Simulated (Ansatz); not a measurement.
# How the c axis length of PtSe2 (model structure, started from the 2H-MoS2 type, P6₃/mmc, No. 194, 6 atoms in the cell) moves with the method

No measured value is used here.

```tsv
level (code)	value (Å)
PBE (Ansatz)	___
PBEsol (Ansatz)	10.999
PBE-D3(BJ) (Ansatz)	10.959
```

Problem. What belongs in the gaps?

Solution. 
- PBE (Ansatz, a first-principles code), value (Å): 11.442

Density-functional levels without +SOC have no spin–orbit coupling. Ansatz's density-functional and Hartree–Fock values are scalar-relativistic unless marked +SOC, with PAW data made under PBE.

A model structure was made by putting elements into a prototype or built by hand; it is no filed structure, need not be a known phase, and can be a saddle point held by its symmetry.
